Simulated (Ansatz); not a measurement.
Defect: Ca vacancy in fluorite, charge state -2. The step: a nearby Ca atom hops onto the vacant site; the atom moves 3.75 Å along (-0.48, 0.00, -0.48) of the unit cell; the moving atom starts with neighbours 2 F at 2.27, 4 F at 2.41, 2 F at 2.45 Å and ends with 2 F at 2.27, 4 F at 2.41, 2 F at 2.45 Å. DFT values are from Ansatz (plane-wave PAW, 420 eV unless said) in a cell of 96 host sites, spin-restricted, static, with no finite-size correction. The charge state is imposed; whether it is stable for some Fermi level was not computed. Forms of the defect that were not tried may lie lower. For the PBE band: the program found a first-order saddle point.

| Level | Forward barrier (eV) | Cost of the band or of the saddle's single point |
|---|---|---|
| CHGNet universal potential (has no charge state), its own band | 1.79 | - |
| PBE, the Γ point alone, band relaxed | 1.94 | very roughly 2.8 core-hours |
| PBE, a 2×2×2 k-point mesh shifted by half a step, same geometries | 1.94 | roughly 4 core-minutes |
| r2SCAN at 500 eV, the Γ point alone, same geometries | 1.99 | very roughly 60 core-seconds |

Ansatz is a quantum-chemistry and plane-wave program.
